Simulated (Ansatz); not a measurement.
Base system: TiO2 in the anatase structure (space group I4_1/amd, No. 141; a = 3.798 Å, c = 9.704 Å). Axes: x, y, z lie along a, b, c of the conventional cell.

Modification: compressive biaxial strain of 3.66 % in the plane normal to [001], as in epitaxy on a mismatched substrate; the out-of-plane cell vector and the atoms relax.

Method: PBE (Ansatz, an electronic-structure program, PAW, no spin-orbit coupling), earlier PAW set.

Base, band edges from the VBM (valence, conduction): M -0.10, 2.45; G -0.09, 3.21; R -0.09, 3.21; X -0.05, 3.23; Γ -0.42, 2.13; S₀ -0.82, 3.20; S -0.82, 3.20; N -0.64, 3.20; P -0.25, 3.46 eV.

Problem. Give the band edges at the high-symmetry points of the new zone, measured from its valence-band maximum.

Solution. 
| point | valence edge (eV) | conduction edge (eV) |
|---|---|---|
| Γ | -0.33 | 2.48 |
| X | -0.16 | 3.20 |
| P | -0.33 | 3.48 |
| N | -0.71 | 3.57 |
| M | -0.10 | 2.72 |
| S | -0.68 | 3.47 |
| S₀ | -0.68 | 3.47 |
| R | -0.16 | 3.21 |
| G | -0.16 | 3.21 |

The gap is 2.48 eV, indirect, Γ–X (44 % along) → Γ.

Stability against distortions was not tested. The final runs are not spin-polarised.
